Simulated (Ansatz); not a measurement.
The reference is RuSi (space group P2_13, No. 198; a = 4.690 Å).

Now apply this change: every Si is replaced by Pb; the structure is relaxed again.

Levels (all Ansatz, an electronic-structure program, PAW): PBEsol (420 eV, spin-orbit coupling left out); PBEsol+SOC (420 eV, spin-orbit coupling included).

The geometry is relaxed with PBEsol.

| Quantity | Value |
|---|---|
| PBEsol pressure | 0.0 GPa |

With PBEsol+SOC at the same geometry, the pressure goes from zero to -0.6 GPa.

Single points use the geometry relaxed with PBEsol. The spin-orbit shifts are approximate. Whether these cells are dynamically stable was not tested. As relaxed here, RuPb is a hypothetical phase, not in the database extracts checked. The runs without spin-orbit coupling are not spin-polarised. RuPb has a high density of states at the Fermi level and may be magnetic at this level. Gaps under 0.05 eV, about the width of the smearing, are given as zero.
